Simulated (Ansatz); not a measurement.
**A computed series for AlN: carrier doping**

The reference is AlN in the wurtzite structure (space group P6_3mc, No. 186).

```
CELL_PARAMETERS angstrom
      3.11383     0.00000     0.00000
     -1.55692     2.69666     0.00000
      0.00000     0.00000     4.98355
ATOMIC_POSITIONS crystal
  Al 0.66667 0.33333 0.00359
  Al 0.33333 0.66667 0.50359
  N  0.66667 0.33333 0.62161
  N  0.33333 0.66667 0.12161
```

Carriers are added at fixed cell with a uniform background; the Fermi–Dirac width is that of 300 K.

Computed with PBEsol, PAW, 420 eV (Ansatz, a first-principles code; scalar-relativistic without spin-orbit coupling).

Candidates:
(a) holes 1.5×10^21 cm⁻³
(b) electrons 1.0×10^22 cm⁻³
(c) holes 7.0×10^21 cm⁻³

Base values:

The gap between the host's bands comes out as 4.09 eV.

Task: Order them by gap between the host's bands, highest first.

Result: (c) holes 7.0×10^21 cm⁻³ (4.25 eV), (a) holes 1.5×10^21 cm⁻³ (4.12 eV), (b) electrons 1.0×10^22 cm⁻³ (4.05 eV)

Carriers are added with a uniform compensating background; total energy and stress of such cells depend on the potential's zero and are not compared; many-body gap narrowing is missing at this level. Stability against distortions was not tested.
